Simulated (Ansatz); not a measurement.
Consider the following.

```yaml
crystal:
  lattice:
    - [0.00000, 0.00000, -3.36075]
    - [-2.80101, -2.80101, -1.68038]
    - [-2.80101, 2.80101, -1.68038]
  atoms:
    - { symbol: Sn, position: [0.25000, 0.50000, 0.50000] }
    - { symbol: Sn, position: [0.00000, 0.00000, 0.00000] }
```

No spin polarisation.

The values are results of r2SCAN (Ansatz, a program for electronic structure), no spin-orbit coupling, earlier PAW set, not measurements. k-mesh 21×21×21 (Γ-centred); smearing 0.1 eV (Fermi–Dirac).

Question: What mean in-plane stress (compression positive) does the calculation give?

Answer: +5.7 GPa.

Question: What space group does the calculation give?

Answer: I4_1/amd (No. 141).

Question: Predict the band gap.

Answer: Zero.

A biaxial case was relaxed in a doubled cell and then solved in the primitive one. The cells carry an imposed strain or load. Stability against distortions was not tested. The cell was made from Sn (space group I4_1/amd, No. 141) by this change: biaxial strain −4.86 %, plane normal [001], relaxed out of plane.
